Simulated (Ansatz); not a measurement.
Abridged Ansatz (an electronic-structure program) output:

```
Pseudopotential: Cd, paw, valence charge 20
Pseudopotential: Ge, paw, valence charge 14
Pseudopotential: As, paw, valence charge 15
Crystal: 8 atoms, lattice volume = 193.646 Å³
Basis set: ecut = 420 eV, 3779 PW (Γ), exchange–correlation on 96×96×96 points (8 copies of the dense FFT grid, shifted against one another)
Bands: 72, of which v1, the nominal top of the filled ones, is band 64 counted from 1 (63 counted from 0)
Symmetry: 8 space group operations
k-points: 59 of 512 (time reversal used)
Functional: x = slater, c = lda
SCF iter   1: F=—  HF=-43762.334503 eV  |F-HF|=—  |Δ(HF+E_count)|=         —  Δρ=6.22e-3  dr2=4.74e-2  ethr=1.77e-3  ⟨swp⟩=6.0  Hψ=14465  notcnv=0
SCF iter   2: F=—  HF=-43762.321960 eV  |F-HF|=—  |Δ(HF+E_count)|=   1.25e-2  Δρ=2.68e-3  dr2=8.55e-3  ethr=3.70e-5  ⟨swp⟩=2.0  Hψ=8829  notcnv=0  defer=50
SCF 1 converged in 10 iterations: F = -43762.320222 eV  dr2 = 7.37e-11
SCF converged after 10 iterations
Free energy (F): -43762.320222 eV
Internal energy: -43762.319602 eV  (E = F + TS)
E sigma→0 (E₀):  -43762.319912 eV
Entropy (-TS):   -0.000619 eV (-0.077 meV/atom)
Fermi energy:    8.928583 eV
--- Forces (eV/Å), atoms counted from 1 ---
  atom   1  Cd     0.00000000    -0.00000000    -0.00000000
  atom   2  Cd     0.00000000    -0.00000000    -0.00000000
  atom   3  Ge     0.00000000    -0.00000000    -0.00000000
  atom   4  Ge     0.00000000    -0.00000000     0.00000000
  atom   5  As     0.00009087     0.00000000     0.00000000
  atom   6  As     0.00000000    -0.00009087    -0.00000000
  atom   7  As    -0.00009087     0.00000000     0.00000000
  atom   8  As    -0.00000000     0.00009087     0.00000000
--- Stress (GPa, compression-positive) ---
        0.000785      -0.000000      -0.000000
       -0.000000       0.000785       0.000000
       -0.000000       0.000000       0.004358
  P = ⅓ Tr σ = 0.0020 GPa (0.020 kbar)
```

Problem. What was computed, and what are the main results?

Solution. CdGeAs2, 8 atoms in the cell, with LDA/PAW in Ansatz, scalar-relativistic without spin-orbit coupling. The last SCF converged to F = -43762.320222 eV, or -5470.2900 eV per atom, at a pressure of 0.00 GPa. The total energy compares only with runs of the same code, potentials and settings.

No phonon test of stability was made. The cell is CdGeAs$_{2}$ in the chalcopyrite structure (space group I-42d, No. 122).
